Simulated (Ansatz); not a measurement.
An Ansatz (an electronic-structure program) input (Ansatz, PBEsol, PAW, cutoff 420 eV, spin-orbit coupling left out):

Ansatz 0.2 input:
```yaml
crystal:
  lattice:
    - [0, 2.8165996449, 2.7884336485]
    - [2.8165996449, 0, 2.7884336485]
    - [2.8165996449, 2.8165996449, 0]
  atoms:
    - { symbol: Ca, position: [0, 0, 0] }
    - { symbol: S, position: [0.5, 0.5, 0.5] }
basis: { ecutwfc: 420, ecutrho_ratio: 4, xc_grid: 2, fft_grid_basis: typed }
kpoints: { mp_grid: { grid: [10, 10, 10] } }
hamiltonian:
  xc: pbesol
  dispersion: none
  pseudopotentials: { kind: paw }
scf: { occupations: { method: fermi_dirac, width: 0.05 }, convergence: { dr2_threshold: 0.0000000002 } }
relax: { f_tol: 0.005, max_steps: 50 }
output: { forces: true, stress: true }
checkpoint: { write: state.ck, write_every: 1000 }
```

Question: Which symmetry and how many k-points will the program report, and about how many plane waves at Γ?

Answer: Space group I4/mmm (ITA 139) with 16 operations, k-points 102 of 1000, and 877 plane waves at Γ.

Question: And the final pressure?

Answer: 0.64 GPa (compression positive).

The cells carry an imposed strain or load. Whether these cells are dynamically stable was not tested. The cell was made from CaS in the rock salt structure (space group Fm-3m, No. 225) by this change: uniaxial strain ε_zz = −1.00 %.
